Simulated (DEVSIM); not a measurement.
Structure: Schottky contact on n-type Si, at 400 K.

| layer (left to right) | material | thickness (μm) | Nd (cm⁻³) | τn (s) | τp (s) |
|---|---|---|---|---|---|
| 1 | Si | 0.660 | 7.6e16 | 1.2e-7 | 1.2e-7 |

Left contact: Schottky, work function 4.48 eV, emission velocity 5.7e6 cm/s. Right contact: ohmic. Voltage is applied to the left contact. Recombination: SRH at mid-gap, radiative, Auger. Mobility is μmin + (μ − μmin)/(1 + (N/Nref)^α).

Constants are typed, rounded textbook-type inputs, not results; the design itself was drawn at random and stands for no fabricated device. Values at 300 K; Nc and Nv go as T^1.5, mobilities as T to minus their exponent, the gap by Varshni's rule with the affinity fixed.

```csv
parameter,Si
gap (eV),1.124
affinity (eV),4.05
permittivity,11.7
Nc (cm⁻³),2.86e19
Nv (cm⁻³),3.1e19
μn (cm²/Vs),1417
μp (cm²/Vs),470
"μn,min",52
"μp,min",45
"Nref,n",9.7e16
"Nref,p",2.2e17
αn,0.68
αp,0.72
T exponent of μn,2.3
T exponent of μp,2.2
B (cm³/s),4.7e-15
Cn (cm⁶/s),2.8e-31
Cp (cm⁶/s),9.9e-32
Varshni α (eV/K),0.000473
Varshni β (K),636
```

Simulated with DEVSIM: 1D drift-diffusion, Boltzmann statistics, complete ionisation; no tunnelling, impact ionisation, image-force lowering or self-heating. Metal contacts follow the ideal Schottky-Mott rule: no Fermi-level pinning, no interface dipoles.

The temperature was swept, all else fixed.

```
temperature (K)  potential step across the device at zero bias (V)  largest field in the device at zero bias (V/cm)
---------------  -------------------------------------------------  -----------------------------------------------
250                                                          0.308                                            82000
300                                                          0.277                                            76000
350                                                          0.244                                            70000
400                                                          0.211                                              [?]
450                                                          0.176                                            56000
500                                                          0.141                                            48000
```

Problem. Some entries are withheld; supply them.

Solution. 
- 400, largest field in the device at zero bias (V/cm): 64000
